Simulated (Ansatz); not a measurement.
# Cl on the W site (Cl_W) in bcc W

Method: PBE, PAW (plane waves to 420 eV; Ansatz, a quantum-chemistry and plane-wave program). Details: 54-site cell; 4×4×4 shifted k-points; start: the W site; no spin–orbit coupling; finite-size errors of tenths of an eV; the relaxation kept the symmetry of the starting site.

Neighbours after relaxation, in Å: of the Cl atom: W 2.75, W 2.75, W 2.75, W 2.75, W 2.75, W 2.75, W 2.75, W 2.75 (the shell may go on).

Formation energies E_f are those of the neutral cell. Chemical conditions: impurity bounded by its compound with the host (Δμ(W) = 0.00 eV, Δμ(Cl) = -1.12 eV, bounded by WCl4 (C2/m); only phases computed here count, gases as isolated molecules at 0 K). Reference phases: Cl: Cl2 molecule in a box, W: bcc W.

```json
[
 {"charge": "0", "moment (μB)": "not spin-polarised", "point group": "Oh", "largest move off a lattice site (Å)": "0.04", "E_f, impurity bounded by its compound with the host (eV)": "5.35"}
]
```

Point groups are those of the whole cell at tolerances of 0.03 and 0.1 Å ("near" where only the looser one holds); none is given for unsettled states.

All states together cost around 13 core-minutes (rough).
